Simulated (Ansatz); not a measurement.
Take ZnS in the zinc blende structure (space group F-43m, No. 216; a = 5.297 Å) as the base. Axes: x, y, z lie along the cube axes.

It is then changed as follows: compressive biaxial strain of 2.50 % in the plane normal to [001], as in epitaxy on a mismatched substrate; the out-of-plane cell vector and the atoms relax.

The values are results of plane-wave PAW DFT at the LDA level (Ansatz, an electronic-structure program, 420 eV), without spin-orbit coupling, not measurements.

Question: Give the band edges at the high-symmetry points of the new zone, measured from its valence-band maximum.

Answer: 
| point | valence edge (eV) | conduction edge (eV) |
|---|---|---|
| Γ | 0.00 | 2.14 |
| X | -2.66 | 2.83 |
| P | -3.21 | 5.18 |
| N | -0.90 | 3.11 |
| M | -2.41 | 3.16 |
| S | -1.85 | 4.17 |
| S₀ | -1.85 | 4.17 |
| R | -3.14 | 5.32 |
| G | -3.14 | 5.32 |

The gap is 2.14 eV, direct at Γ.

Stability against distortions was not tested. k-point labels follow each cell's own Brillouin zone.
